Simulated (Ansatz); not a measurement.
Consider interstitial As in zinc-blende BAs, charge state +1. All values below come from PBE, PAW (plane waves to 420 eV; Ansatz, a first-principles code).

Cell of 64 host sites held at the relaxed PBE lattice; one k-point at (0.250, 0.250, 0.250); Fermi-Dirac width 0.01 eV, spin-restricted; finite-size errors left in. No zero-point or tunnelling terms. The charge state is imposed; whether it is stable for some Fermi level was not computed. Sites that were not tried may lie lower.

Barriers: single points on a 2×2×2 k-point mesh shifted by half a step at the bands' geometries (they differ from the bands' own by up to 0.15 eV, and are uncertain by about as much).

Relaxed starting cell (atoms counted from 1):

```
CELL_PARAMETERS angstrom
      9.61897     0.00000     0.00000
      0.00000     9.61897     0.00000
      0.00000     0.00000     9.61897
ATOMIC_POSITIONS crystal
  B  0.99074 0.99782 0.99028
  B  0.98615 0.99602 0.51772
  B  0.00006 0.50053 0.00114
  B  0.99868 0.50061 0.49949
  B  0.51249 0.99654 0.98868
  B  0.50237 0.00271 0.50485
  B  0.50091 0.50264 0.99942
  B  0.49829 0.49961 0.49864
  As 0.10510 0.13047 0.41298
  As 0.12326 0.12768 0.86893
  As 0.12495 0.62410 0.37641
  As 0.12330 0.62254 0.87260
  As 0.62456 0.12473 0.37503
  As 0.63023 0.12635 0.86938
  As 0.62268 0.62590 0.37415
  As 0.62472 0.62625 0.87443
  B  0.00136 0.24694 0.25278
  B  0.99762 0.25298 0.74835
  B  0.99690 0.74755 0.25511
  B  0.99753 0.74825 0.75116
  B  0.50569 0.25458 0.25083
  B  0.50152 0.25306 0.74913
  B  0.49767 0.75232 0.24868
  B  0.49948 0.75026 0.74902
  As 0.12619 0.37591 0.12457
  As 0.12353 0.37975 0.62681
  As 0.10664 0.85091 0.10456
  As 0.12243 0.87265 0.62948
  As 0.62849 0.37979 0.12408
  As 0.62447 0.37633 0.62322
  As 0.62547 0.87523 0.12479
  As 0.62469 0.87559 0.62559
  B  0.23712 0.99534 0.33143
  B  0.24948 0.00067 0.74961
  B  0.24954 0.50060 0.24995
  B  0.24979 0.50449 0.74699
  B  0.74920 0.00032 0.25051
  B  0.74712 0.00075 0.74816
  B  0.74995 0.50276 0.25098
  B  0.74925 0.50071 0.74982
  As 0.41504 0.15044 0.08866
  As 0.37606 0.12644 0.62810
  As 0.37485 0.62463 0.12502
  As 0.37424 0.62383 0.62507
  As 0.87374 0.12400 0.12491
  As 0.86671 0.12640 0.63034
  As 0.87343 0.62463 0.12499
  As 0.87350 0.62460 0.62406
  B  0.25450 0.26335 0.98557
  B  0.25157 0.25500 0.50895
  B  0.25262 0.74425 0.99515
  B  0.24828 0.74584 0.50653
  B  0.75123 0.25104 0.00022
  B  0.74827 0.25116 0.49978
  B  0.74911 0.75005 0.00026
  B  0.74781 0.74987 0.50026
  As 0.37259 0.37341 0.37349
  As 0.37659 0.38499 0.86594
  As 0.37973 0.86642 0.39089
  As 0.37524 0.87527 0.87335
  As 0.87285 0.37575 0.37437
  As 0.87459 0.37651 0.87530
  As 0.87223 0.87577 0.37759
  As 0.86831 0.87372 0.86963
  As 0.20209 0.07296 0.15557
```
Cell charge +1.

End state 1 differs by these moves (Å; atoms that move under 0.08 Å are left out):

```csv
atom,element,Δx,Δy,Δz
1,B,0.08,0.03,0.10
2,B,0.04,-0.01,-0.08
5,B,0.11,-0.13,-0.07
9,As,0.02,-0.08,-0.20
14,As,0.11,-0.05,-0.12
25,As,-0.10,0.07,0.00
27,As,0.14,0.22,0.20
33,B,-0.07,-0.11,-0.56
38,B,0.11,-0.06,-0.07
41,As,0.42,0.15,-0.44
46,As,0.07,-0.01,-0.05
49,B,-0.15,0.00,0.07
50,B,-0.05,-0.04,-0.04
51,B,-0.03,0.08,0.06
57,As,-0.02,0.07,0.07
59,As,-0.06,0.05,-0.12
64,As,0.08,0.00,0.05
65,As,0.87,0.90,0.47
```

Q: Predict the forward and backward barriers to end state 1 from PBE, PAW.

A: forward 0.56 eV, backward 0.45 eV; at the saddle point atom 65 has neighbours As at 2.21; B at 1.89, B at 2.31 Å. The program found a first-order saddle point.
